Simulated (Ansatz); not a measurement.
Consider MgAu in the CsCl type structure (space group Pm-3m, No. 221; a = 3.258 Å). Axes: x, y, z lie along the cube axes.

The values are results of plane-wave PAW DFT at the PBEsol level (Ansatz, a quantum-chemistry and plane-wave program, 420 eV), scalar-relativistic without spin-orbit coupling, not measurements.

Base values:

```
Item                            Result
-----------------------------  -------
Shortest interatomic distance  2.822 Å
```

The change: a free-standing slab of 3 layers (6 atoms, 2 a layer) is cut normal to [110], with 15 Å of vacuum and the in-plane cell held at bulk.

Task: What happens to the excess energy per area of both faces?

Result: The excess energy per area of both faces (slab less bulk energy over the cell's area: twice a surface energy) is 1.9 J/m² (uncertain by up to 0.06 J/m²).

Task: Estimate the effect on the shortest interatomic distance.

Result: The shortest interatomic distance shrinks by 0.093 Å (2.822 Å → 2.729 Å).

The excess energy carries the mismatch between the slab's and the bulk's meshes. Stability against distortions was not tested.
